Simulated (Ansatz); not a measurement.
Consider the following.

```yaml
crystal:
  lattice:
    - [3.54230, 0.00000, 0.00000]
    - [-1.77115, 3.06772, 0.00000]
    - [0.00000, 0.00000, 5.48473]
  atoms:
    - { symbol: Zr, position: [0.00000, 0.00000, 0.00000] }
    - { symbol: S, position: [0.33333, 0.66667, 0.26975] }
    - { symbol: S, position: [0.66667, 0.33333, 0.73025] }
```

No spin polarisation.

The values are results of PBEsol-D3(BJ) (Ansatz, a quantum-chemistry and plane-wave program, PAW, scalar-relativistic without spin-orbit coupling), not measurements. Γ-centred 11×11×6 mesh, Fermi–Dirac width 0.05 eV.

**Question.** Predict the band gap and width of the top valence band.

**Answer.** 
- Band gap: 0.13 eV
- Width of the top valence band: 2.40 eV

The cells carry an imposed strain or load. No phonon test of stability was made. The cell was made from ZrS$_{2}$ in the CdI2 type structure (space group P-3m1, No. 164; layered, stacked along the Cartesian z axis) by this change: isotropic strain −1.00 %. The zero or small gap of ZrS2 can change with the level of theory.
